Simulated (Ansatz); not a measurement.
The starting structures come from a database of crystals and need not be the phases stable at ambient conditions.

```
Cu3La3Sb4
1.0
    8.56574     0.00000     0.00000
   -2.85525     8.07586     0.00000
    2.85525     4.03793     6.99390
La Cu Sb
6 6 8
Cartesian
 -0.71381   6.56164   0.87424
  2.14144   7.57112   4.37119
  3.56906   3.53319   2.62271
  6.42431  10.59957   6.11966
  7.85193   2.01897   1.74848
  6.42431   6.05690   5.24543
  4.99668   8.58060   4.37119
  2.14144   1.51422   0.87424
  9.27956   5.55215   6.11966
  6.42431   4.54267   2.62271
  2.14144   6.05690   1.74848
  0.71381  10.09483   5.24543
  1.48970   4.03793   0.00000
  4.73806   0.64373   1.11497
  0.45518   4.76944   3.49695
  4.73806   6.70062   2.38198
  3.31043   4.68166   5.87893
  7.59330   8.80737   3.49695
  6.16568   2.66269   4.61192
  5.77257   4.03793   0.00000
```

Space group of this cell: I-43d. The cell is taken as given.

Transport runs along the normal of the first two printed cell vectors, the (110) plane of the conventional cell.

No gap correction and no spin-orbit coupling; mid-gap values are interpolated between computed energies.

**Question.** Give the band gap and the smallest decay constant κ at mid-gap that r2SCAN (Ansatz, a quantum-chemistry and plane-wave program) yields.

**Answer.** Gap 0.46 eV on a 6×6×6 mesh; κ = 0.105 1/Å, at the zone centre.
